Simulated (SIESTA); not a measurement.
Input and output of a self-consistent single point for TiIN (Pmmn, 6 atoms in the cell) (SIESTA).

Method: GGA BLYP, numerical atomic orbitals TZP, PseudoDojo PBE standard norm-conserving potentials (rewritten from UPF to PSML) (SIESTA).

```yaml
crystal:
  lattice:
    - [3.51500, 0.00000, 0.00000]
    - [0.00000, 3.94100, 0.00000]
    - [0.00000, 0.00000, 8.95500]
  atoms:
    - { symbol: N, position: [0.50000, 0.50000, 0.97000] }
    - { symbol: N, position: [0.00000, 0.00000, 0.03000] }
    - { symbol: Ti, position: [0.00000, 0.50000, 0.08000] }
    - { symbol: Ti, position: [0.50000, 0.00000, 0.92000] }
    - { symbol: I, position: [0.50000, 0.50000, 0.31500] }
    - { symbol: I, position: [0.00000, 0.00000, 0.68500] }
```

Reference input (self-consistent single point, DFT, GGA PBEsol, numerical atomic orbitals TZP, PseudoDojo PBEsol standard norm-conserving potentials (rewritten from UPF to PSML)): XC.functional = GGA; XC.authors = PBEsol; potentials = PseudoDojo PBEsol standard; PAO.BasisSize = TZP; PAO.EnergyShift = 0.01 Ry; MeshCutoff = 350 Ry; kgrid.MonkhorstPack = 6 6 3; OccupationFunction = MP; OccupationMPOrder = 0; ElectronicTemperature = 580.23 K; MaxSCFIterations = 150; SCF.Mixer.Method = Pulay. This run's input differs from it in these lines:

```diff
@@ -1,2 +1,2 @@
-# files in the folder: N.psml Ti.psml I.psml (PseudoDojo PBEsol standard)
+# files in the folder: N.psml Ti.psml I.psml (PseudoDojo PBE standard)
 SystemName  TiIN
@@ -28,3 +28,3 @@
 XC.functional                GGA
-XC.authors                   PBEsol
+XC.authors                   BLYP
 PAO.BasisSize                TZP
```

Log, with long lists cut:

```
        iscf     Eharris(eV)        E_KS(eV)     FreeEng(eV)     dDmax    Ef(eV) dHmax(eV)
   scf:    1    -4416.539096    -4472.000310    -4472.000310  1.794186 -3.959680 14.323091
   scf:    2    -4494.323487    -4493.486555    -4493.486558  0.174512 -4.620662  2.720389
   scf:    3    -4492.294243    -4493.733452    -4493.733452  0.101826 -4.367563  3.146191
   scf:    4    -4494.278146    -4494.119627    -4494.120423  0.040028 -4.516284  0.813268
   scf:    5    -4494.080132    -4494.130991    -4494.131854  0.023917 -4.640659  0.629555
   [... 3 lines left out ...]
   scf:    9    -4494.151888    -4494.151879    -4494.152577  0.000191 -4.572530  0.011872
   scf:   10    -4494.151871    -4494.151878    -4494.152584  0.000205 -4.573227  0.000658
   scf:   11    -4494.151880    -4494.151879    -4494.152584  0.000128 -4.573162  0.000627
   scf:   12    -4494.151880    -4494.151879    -4494.152584  0.000065 -4.573091  0.000259
SCF Convergence by DM+H criterion
max |DM_out - DM_in|         :     0.0000648720
max |H_out - H_in|      (eV) :     0.0002592011
SCF cycle converged after 12 iterations

Using DM_out to compute the final energy and forces

siesta: E_KS(eV) =            -4494.1519

siesta: E_KS - E_eggbox =     -4494.1519

siesta: Atomic forces (eV/Ang):
     1    0.000000   -0.000000   -0.542672
     2   -0.000000    0.000000    0.542672
     3   -0.000000   -0.000000   -0.511681
     4    0.000000   -0.000000    0.511681
     5    0.000000    0.000000    1.183811
     6   -0.000000   -0.000000   -1.183811
   Tot   -0.000000    0.000000   -0.000000
   Max    1.183811
   Res    0.466395    sqrt( Sum f_i^2 / 3N )
   Max    1.183811    constrained

   [... lines left out ...]
siesta: FreeEng =     -4494.152584
siesta: Cell volume =        124.050167 Ang**3
siesta:          71.03081141         91.01315633  kBar
   [... lines left out ...]
             -0.103   0.405   0.386   0.416   0.011   0.013   0.031   0.020

              0.032

mulliken: Qtot =       48.000

Mulliken Atomic Populations:
Atom #   charge [q] valence [e]  Species
     1    -0.609246    5.609246  N
     2    -0.609246    5.609246  N
     3     0.469440   11.530560  Ti
     4     0.469440   11.530560  Ti
     5     0.139805    6.860195  I
     6     0.139805    6.860195  I
 Total    -0.000000
```

The run converged in 12 iterations. Against the reference run the pressure goes from -1.23 to 7.10 GPa and the largest force goes from 0.876 to 1.184 eV/Å. The full log also holds: “xc_check: WARNING: Pseudopotential generated with GGA PBE functional”.

The starting cell comes from a database of published, mostly measured structures (it also holds non-ambient and calculated ones), without a prior relaxation at this level. Spin polarisation is off, so a magnetic state, if there is one, cannot be reached. Values carry the incompleteness of an atom-centred basis. With a pressure of about 7 GPa the cell is away from its equilibrium volume at this level. Forces in this geometry exceed 1 eV/Å.

Cost on one core of a shared machine: roughly 70 s.
